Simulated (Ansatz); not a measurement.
**ZrS2 under a change: isotropic strain +1.10 %**

The reference is ZrS2 in the CdI2 type structure (space group P-3m1, No. 164; a = 3.6348 Å, c = 5.7197 Å; layered, stacked along the Cartesian z axis).

Modification: the cell is scaled by 1.0110 in all directions, atoms relaxed at fixed cell.

Computed with DFT with PBE-D3(BJ), PAW potentials and a 420 eV plane-wave cutoff in Ansatz (a first-principles code), no spin-orbit coupling. Settings: 10×10×6 k-points, 0.05 eV Fermi–Dirac smearing.

The volume per atom goes up by 0.73 Å³ to 22.54 Å³ and the shortest interatomic distance rises by 1.0 pm (255.7 pm → 256.7 pm). The energy increases by 3.2 meV/atom and the pressure (mean of the normal stresses, compression positive) goes from zero to -13.8 kbar. The band gap increases by 0.14 eV, from 0.66 eV to 0.80 eV and the gap character remains indirect, Γ → L. The mean gap deformation potential ΔEg/Δln V is +4.4 eV and the width of the top valence band drops by 0.10 eV (2.07 eV → 1.97 eV). The largest internal atomic displacement amounts to 0.032 Å.

Semilocal Kohn–Sham gaps tend to fall short of experiment. Whether these cells are dynamically stable was not tested.
